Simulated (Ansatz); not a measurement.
Results of LDA in Ansatz (PAW) for BN (model structure, within 0.1 Å of P6/mmm, No. 191, 6 atoms in the cell).

Run with plane-wave cutoff 520 eV, 12×12×6 k mesh (along the axes of the cell as run), Fermi–Dirac smearing 0.01 eV, scalar-relativistic PAW data made under PBE.

The cell is the one relaxed with PBE-D3(BJ). Conventional cell: a = 3.7352 Å, b = 3.7352 Å, c = 2.6175 Å, α = 90.00°, β = 90.00°, γ = 120.00°.

```xyz
6
Lattice="3.7352 0.0000 0.0000 -1.8676 3.2348 0.0000 0.0000 0.0000 7.8524" Properties=species:S:1:pos:R:3 pbc="T T T"
B     -0.0005    -0.0009     3.9262
B      3.7363     0.0000     6.5437
B     -1.8681     3.2357     1.3087
N      1.8688     3.2368     0.0000
N     -0.0023     0.0000     2.6175
N      0.0012    -0.0020     5.2349
```

List the 15 lowest band energies at Γ above −25 eV (eV, relative to the valence band maximum), grouping those that round alike.

At Γ: -15.37, -14.92 (×2), -8.22 (×2), -7.13, -3.12 (×2), -1.22 (×4), 3.72, 6.19 (×2).

Note: cell and atoms aren't relaxed at this level (pressure -1.9 GPa).

A model structure was made by putting elements into a prototype or built by hand; it is no filed structure, need not be a known phase, and can be a saddle point held by its symmetry.

Ansatz is an electronic-structure program.
